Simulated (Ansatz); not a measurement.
Consider InP in the zinc blende structure (space group F-43m, No. 216; a = 5.9070 Å).

Structures relaxed with r2SCAN (Ansatz, an electronic-structure program), no SOC.

Base:

Simulated powder pattern, Cu Kα1, λ = 1.54056 Å (kinematic, ideal powder, no thermal factors, no anomalous dispersion; the 10 strongest lines at most, above 2 %, up to 2θ = 90°):

| 2θ (°) | I/Imax (%) | hkl |
|---|---|---|
| 26.11 | 100 | (111) |
| 30.24 | 26 | (200) |
| 43.29 | 56 | (220) |
| 51.25 | 45 | (311) |
| 53.71 | 6.9 | (222) |
| 62.88 | 8.8 | (400) |
| 69.28 | 18 | (331) |
| 71.35 | 8.4 | (420) |
| 79.41 | 18 | (422) |
| 85.31 | 14 | (511) |

After one change:

Simulated powder pattern, Cu Kα1, λ = 1.54056 Å (kinematic, ideal powder, no thermal factors, no anomalous dispersion; the 10 strongest lines at most, above 2 %, up to 2θ = 90°):

```json
[
 {"2θ (°)": "26.87", "I/Imax (%)": "100"},
 {"2θ (°)": "31.12", "I/Imax (%)": "26"},
 {"2θ (°)": "44.59", "I/Imax (%)": "55"},
 {"2θ (°)": "52.83", "I/Imax (%)": "44"},
 {"2θ (°)": "55.37", "I/Imax (%)": "6.7"},
 {"2θ (°)": "64.89", "I/Imax (%)": "8.6"},
 {"2θ (°)": "71.56", "I/Imax (%)": "17"},
 {"2θ (°)": "73.72", "I/Imax (%)": "8.2"},
 {"2θ (°)": "82.16", "I/Imax (%)": "18"},
 {"2θ (°)": "88.37", "I/Imax (%)": "14"}
]
```

Problem. Which of these changes matches the shifts?
(A) pressure 3 GPa
(B) pressure 75 GPa
(C) pressure 7 GPa
(D) pressure 15 GPa

Solution. C, pressure 7 GPa. Its volume per atom is 23.67 Å³ against 25.76 Å³, and its space group is F-43m (No. 216).

Load acts through the strain it causes; cell and atoms are relaxed under it. Stability against distortions was not tested. Measured, InP leaves this structure (for rock salt) near 9.8 GPa (temperature not stated; as listed in Datta, Sujoy, Jana, Debnarayan, arXiv (2020)).
